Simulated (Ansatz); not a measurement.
**White tin (β-Sn)**

Calculation: rVV10 in Ansatz (plane waves, PAW).

Numerical settings: plane-wave cutoff 520 eV, 20×20×20 k mesh, Fermi–Dirac smearing 0.05 eV, scalar-relativistic PAW data made under PBE.

Cell: relaxed at this level.

* **equilibrium volume per atom**: 29.43 Å³/atom
* **bulk modulus**: 43.9 GPa
* **lattice parameter a**: 6.014 Å
* **lattice parameter c**: 3.254 Å
* **band gap**: zero (no gap)
* **pressure derivative B′ of the bulk modulus**: 4.7

Measured, for comparison: bulk modulus 57.0 GPa (temperature not stated, not corrected to a static lattice; as tabulated in Chen et al. (2023), arXiv:2209.05059); lattice constant a 5.831 Å, lattice parameter c 3.181 Å (293 K, not corrected to a static lattice; as tabulated in Wikipedia's data pages). Computed (rounded) less measured: bulk modulus -23 %, lattice constant a +3.1 %, lattice parameter c +2.3 %.

Note: the bulk modulus comes from volumes at which shape and atoms were relaxed.

Spin–orbit coupling is not included.

Static lattice: no zero-point or thermal effects.

Ansatz is a first-principles code.
